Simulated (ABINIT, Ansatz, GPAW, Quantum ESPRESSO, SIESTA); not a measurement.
Code comparison for Mg (P6_3/mmc, 2 atoms in the cell)

Self-consistent single point.

```yaml
crystal:
  lattice:
    - [1.64352, -2.84666, 0.00000]
    - [1.64352, 2.84666, 0.00000]
    - [0.00000, 0.00000, 5.33504]
  atoms:
    - { symbol: Mg, position: [0.33333, 0.66667, 0.25000] }
    - { symbol: Mg, position: [0.66667, 0.33333, 0.75000] }
```

Shared settings, as Ansatz (a quantum-chemistry and plane-wave program) writes them: kpoints.mp_grid.grid = 12 12 6; scf.occupations.method = fermi_dirac; scf.occupations.width = 0.1 eV. Potentials and cutoffs stand in the table.

```json
[
 {"code": "GPAW", "model": "PBEsol, GPAW PAW datasets PBEsol (made by gpaw-setup)", "pressure (GPa)": "-3.14", "cutoff": "800 eV"},
 {"code": "Quantum ESPRESSO", "model": "PBEsol, SSSP 1.1.2 efficiency (PBE) pseudopotentials", "pressure (GPa)": "-3.16", "cutoff": "35 Ry"},
 {"code": "ABINIT", "model": "PBEsol, norm-conserving pseudopotentials (PseudoDojo nc-sr-04 PBEsol standard)", "pressure (GPa)": "-3.11", "cutoff": "42 Ha"},
 {"code": "Ansatz", "model": "PBEsol, default PAW files made with PBE", "pressure (GPa)": "-3.10", "cutoff": "420 eV"},
 {"code": "SIESTA", "model": "GGA PBEsol, numerical atomic orbitals TZP, PseudoDojo PBEsol standard norm-conserving potentials (rewritten from UPF to PSML)", "pressure (GPa)": "-1.65", "cutoff": "grid 350 Ry"}
]
```

The spread over the programs that give each value: pressure within 1.51 GPa.

SIESTA uses small atom-centred bases, whose incompleteness enters pressures, forces and empty levels differently from a plane-wave cutoff. Ansatz's pressure is given at a fixed set of plane waves, as the other plane-wave codes print theirs. In the pressure, SIESTA (by 1.47) lies more than 1 GPa from the median of the plane-wave programs.

The starting cell has typed, rounded lattice constants, without a prior relaxation at this level. Its lattice was rescaled by a random factor within 2.5 % of one.

Left out of this page: CP2K (unsound by tests on forces, stress, charge or solver warnings); Elk (not drawn, or without a comparable value).

Keys are those of Ansatz 0.2.
